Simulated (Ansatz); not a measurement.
A constructed model of the (111) surface of fcc Cu, a layer of Si in place of the third plane (bottom of the slab: a bare face, its two planes held)

Computed with PBE (plane waves to 420 eV, PAW; Ansatz, a quantum-chemistry and plane-wave program).

Slab: 6 atoms, 10.2 Å thick at the start with caps and adatoms (thin: gaps and levels are the slab's own); k 17x17x1, smearing 0.1 eV, dipole-corrected; 2 atoms held, the rest relaxed; symmetry of the start imposed; no spin, no spin-orbit, no U. In PBE it lies 0.02 eV a 1x1 cell over the lowest computed structure of the same composition (a layer of Si in place of the second plane).

```json
{
  "work_function_of_the_top_face": "4.87 eV",
  "energy_released_by_relaxation": "0.026 eV",
  "cost": "very roughly 2.7 core-minutes"
}
```
